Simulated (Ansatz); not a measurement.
Results of LDA in Ansatz (plane waves, PAW) for Mg (Fm-3m, No. 225, 1 atoms in the cell; start mp-1056702; another form than the element's usual one).

Numerical settings: plane-wave cutoff 520 eV, 22×22×22 k mesh, Fermi–Dirac smearing 0.05 eV, scalar-relativistic PAW data made under PBE.

Cell (relaxed at this level):

```cif
data_Mg4
_chemical_formula_sum 'Mg4'
_space_group_name_H-M_alt 'Fm-3m'
_space_group_IT_number 225
_space_group_name_Hall '-F 4 2 3'
_cell_length_a 4.43295
_cell_length_b 4.43295
_cell_length_c 4.43295
_cell_angle_alpha 90.000
_cell_angle_beta 90.000
_cell_angle_gamma 90.000
loop_
_atom_site_label
_atom_site_type_symbol
_atom_site_symmetry_multiplicity
_atom_site_Wyckoff_symbol
_atom_site_fract_x
_atom_site_fract_y
_atom_site_fract_z
_atom_site_occupancy
Mg1 Mg 4 a 0.00000 0.00000 0.00000 1
```
(The calculation used a cell of 1 atom; values per cell refer to that cell.)

Problem. Predict the bulk modulus.

Solution. 
- bulk modulus = 38.8 GPa

The run finds no gap.

Note: the bulk modulus is −V dP/dV from two relaxed cells at ±2 % in volume; the relaxation could not lower the start's symmetry, so the cell can be a saddle point above a distorted one.

Computed values are for the static lattice.

It cost about 30 core-seconds (a rough figure) of CPU time.

A start named mp-… is a Materials Project structure, which need not be a measured phase.

Ansatz is a first-principles code.
